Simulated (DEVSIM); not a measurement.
Structure: abrupt Si n-p junction, at 300 K.

Layer 1 from the left is Si, thickness (μm) 36.0, Nd (cm⁻³) 2e15, τn (s) 0.00011, τp (s) 0.00011. Layer 2 from the left is Si, thickness (μm) 210, Na (cm⁻³) 5.8e17, τn (s) 0.00011, τp (s) 0.00011.

Left contact: ohmic. Right contact: ohmic. Voltage is applied to the left contact. Recombination: SRH at mid-gap. Mobility is constant in doping.

The device is made up for the run: typed textbook-type constants, with dimensions and the other settings drawn at random. Values at 300 K.

Si: gap (eV) 1.124, affinity (eV) 4.05, permittivity 11.7, Nc (cm⁻³) 2.86e19, Nv (cm⁻³) 3.1e19, μn (cm²/Vs) 1417, μp (cm²/Vs) 470.

### Question
Estimate by hand the built-in potential, the peak field at zero bias, the capacitance at 0.6 V, and compare with a numerical solution.

### Answer

- Built-in potential: ni = √(Nc Nv) exp(−Eg/2kT) = 1.08e10 cm⁻³ with Eg = 1.124 eV; Vbi = kT/q ln(Na Nd/ni²) = 0.774 V; numerical 0.774 V.
- Peak field at zero bias: depletion approximation: W = √(2εVbi/(qN)) = 0.709 μm with N = 1.99e15 cm⁻³; field = 2Vbi/W = 21800 V/cm; numerical 44700 V/cm (estimate below by 51 %).
- Capacitance at 0.6 V: C = √(qεN / 2(Vbi + |V|)) = 11.0 nF/cm²; numerical 11.4 nF/cm² (estimate below by 3.4 %).

Simulated with DEVSIM: 1D drift-diffusion, Boltzmann statistics, complete ionisation; no tunnelling, impact ionisation, image-force lowering or self-heating.
